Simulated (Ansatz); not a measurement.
## Response to strain in HfO2

Take HfO2 in the fluorite structure (space group Fm-3m, No. 225; a = 5.0010 Å) as the base.

Strains are applied to the cell and any free atomic positions relax.

The values are results of LDA/PAW in Ansatz (a program for electronic structure), scalar-relativistic without spin-orbit coupling, not measurements.

```
isotropic strain (%)  pressure (GPa)
--------------------  --------------
-2.5                            25.1
-1.5                               ?
-1                               9.1
0                                0.0
0.5                             -4.1
1                               -7.9
1.5                            -11.5
2                              -14.8
2.5                            -17.9
```

### Question
Fit P = P₀ − Bδ + Cδ² with δ = (1 + ε)³ − 1 to the rows shown and predict the withheld row.

### Answer
Least squares on the printed values gives P₀ = 0.1 GPa, B = 288 GPa, C = 729 GPa (largest residual 0.2 GPa); this predicts 14.3 GPa, and the run gives 14.1 GPa, 0.2 lower.

Whether these cells are dynamically stable was not tested. This is not the structure that HfO2 has at room temperature and ambient pressure.
